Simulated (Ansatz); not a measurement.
In a free linear chain of Na atoms, spin-degenerate bands cross the Fermi level once between Γ and the zone edge.

Method: PBE (plane waves to 420 eV, PAW; Ansatz, a program for electronic structure). Mesh 1×1×46. No spin polarisation, so a magnetic state wasn't tested. Isolated but for its images some 11 Å away. A hypothetical model. It keeps the symmetry and period of its start, so it need not be a minimum against all distortions. Pairing along the axis, which can open a gap, is among the distortions not tried.

Problem. What are the conductance and the two-terminal resistance of a perfect, endless piece?

Solution. Each crossing on the half of the zone with k > 0 has a partner at −k, so it gives one mode in each direction. Counting spin there are 2 modes, each carrying e²/h = 38.74 μS. G = 2 × 38.74 = 77.5 μS and R = 1/G = 12.91 kΩ, whatever the length. Scattering by phonons, roughness and contacts can only raise R.
